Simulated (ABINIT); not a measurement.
Worked example: self-consistent single point of V₃Re (P1, 4 atoms in the cell) in ABINIT.

Computed with LDA (PW92), PAW (JTH v2.0 LDA PAW) (plane waves; ABINIT).

The change in words: lattice scaled by 0.98. Reference geometry:
```yaml
crystal:
  lattice:
    - [0.00000, 3.00145, 3.00145]
    - [3.00145, 0.00000, 3.00145]
    - [3.00145, 3.00145, 0.00000]
  atoms:
    - { symbol: V, position: [0.76781, 0.74881, 0.74758] }
    - { symbol: V, position: [0.25730, 0.24710, 0.25073] }
    - { symbol: V, position: [0.98491, 0.99468, 0.99541] }
    - { symbol: Re, position: [0.48998, 0.50941, 0.50629] }
```

Reference input (self-consistent single point, DFT, LDA (PW92), plane waves, PAW (JTH v2.0 LDA PAW)): pseudos = [V.LDA_PW-JTH.xml, Re.LDA_PW-JTH.xml]; ecut = 30 Ha; pawecutdg = 60 Ha; pawxcdev = 0; ixc = 7; occopt = 7; tsmear = 0.00367493 Ha; ngkpt = 5 5 5; nshiftk = 1; shiftk = 0 0 0; potentials = JTH v2.0 LDA PAW; nband = 35. This run's input differs from it in these lines:

```diff
@@ -3,3 +3,3 @@
 pseudos "V.LDA_PW-JTH.xml, Re.LDA_PW-JTH.xml"
-acell 4.2446912968 4.2446912968 4.2446912968 Angstrom
+acell 4.1597974708 4.1597974708 4.1597974708 Angstrom
 rprim
```

Log, with long lists cut:

```
--- !BeginCycle
solver: {iscf: 17, nstep: 60, nline: 4, wfoptalg: 10, }
tolerances: {tolvrs: 1.00E-12, }
...

     iter   Etot(hartree)      deltaE(h)  residm     nres2
 ETOT  1  -295.70948580068    -2.957E+02 2.000E+00 4.759E+01
 ETOT  2  -297.22097430555    -1.511E+00 2.840E-02 1.505E+02
 ETOT  3  -297.09702378107     1.240E-01 1.529E-02 6.028E+00
 ETOT  4  -297.11239972238    -1.538E-02 1.509E-02 2.723E+01
 ETOT  5  -297.10275084352     9.649E-03 5.909E-03 2.981E+00
   [... 12 lines left out ...]
 ETOT 18  -297.10186563286     3.411E-13 4.920E-05 1.733E-11
 ETOT 19  -297.10186563286     1.705E-13 5.898E-05 1.115E-11
 ETOT 20  -297.10186563286    -4.547E-13 2.058E-05 9.084E-12
 ETOT 21  -297.10186563286     5.684E-14 4.471E-05 1.507E-13
 At SCF step   21       nres2   =  1.51E-13 < tolvrs=  1.00E-12 =>converged.

 Cartesian components of stress tensor (hartree/bohr^3)
  sigma(1 1)= -2.11278860E-04  sigma(3 2)=  1.56343865E-05
  sigma(2 2)= -1.80707346E-04  sigma(3 1)=  1.67879032E-05
  sigma(3 3)= -1.90751993E-04  sigma(2 1)=  1.87676813E-05

 ----iterations are completed or convergence reached----

 reduced coordinates (array xred) for    4 atoms
       0.767811000000      0.748808000000      0.747577000000
       0.257299000000      0.247098000000      0.250726000000
       0.984911000000      0.994684000000      0.995409000000
       0.489979000000      0.509409000000      0.506288000000
 cartesian forces (eV/Angstrom) at end:
    1      0.29350933127145    -0.91190149068596    -0.93904218585026
   [... lines left out ...]
 Fermi (or HOMO) energy (hartree) =   0.40744   Average Vxc (hartree)=  -0.49380
   [... lines left out ...]
'-kT*entropy'       : -7.11136613186047E-04
total_energy        : -2.97101865612308E+02
total_energy_eV     : -8.08455291069864E+03
...

-Cartesian components of stress tensor (GPa)         [Pressure=  5.7149E+00 GPa]
- sigma(1 1)= -6.21603761E+00  sigma(3 2)=  4.59979455E-01
- sigma(2 2)= -5.31659278E+00  sigma(3 1)=  4.93917083E-01
- sigma(3 3)= -5.61211645E+00  sigma(2 1)=  5.52164154E-01

 Calculation completed.
```

The run converged in 21 iterations. Against the reference run the free energy drops by 11.6 meV/atom, the pressure goes from -9.88 to 5.71 GPa and the largest force goes from 1.143 to 1.375 eV/Å.

The starting cell comes from a database of computed structures (which also holds hypothetical and non-ambient phases and stackings), without a prior relaxation at this level. Its atoms were displaced at random from the sites of space group no. 225. For this run, on top of that: lattice scaled by 0.98. Spin polarisation is off. With a pressure of about 6 GPa the cell is away from its equilibrium volume at this level. Forces in this geometry exceed 1 eV/Å.

Cost on one core of a shared machine: roughly 9 min.
